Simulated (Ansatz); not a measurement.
## Re: uniaxial strain ε_zz = −3.00 %

Consider Re in the hcp (Mg type) structure (space group P6_3/mmc, No. 194; a = 2.7519 Å, c = 4.4401 Å; relaxed with 0.1 eV smearing). Axes: x lies along a and z along c of the hexagonal cell.

Modification: the cell is compressed by 3.00 % along z with no lateral relaxation; the atoms relax in the strained cell.

Level of theory: Ansatz (a program for electronic structure), PBEsol, PAW, cutoff 420 eV, no spin-orbit coupling. k-mesh 24×24×13 (Γ-centred); smearing 0.1 eV (Fermi–Dirac).

The volume per atom falls by 0.44 Å³, from 14.56 Å³ to 14.12 Å³ and the shortest interatomic distance falls by 0.054 Å (2.730 Å → 2.676 Å). The energy goes up by 31 meV/atom and the pressure (mean of the normal stresses, compression positive) goes from zero to 13.1 GPa. The band gap is still zero and the stress (xx, yy, zz, yz, xz, xy; compression positive) comes out as (8.1, 8.1, 23.2, 0.0, 0.0, 0.0) GPa.

Cost of the whole job for the changed cell (relaxation, final SCF and bands): very roughly 20 core-seconds.

No phonon test of stability was made. The final runs are not spin-polarised.
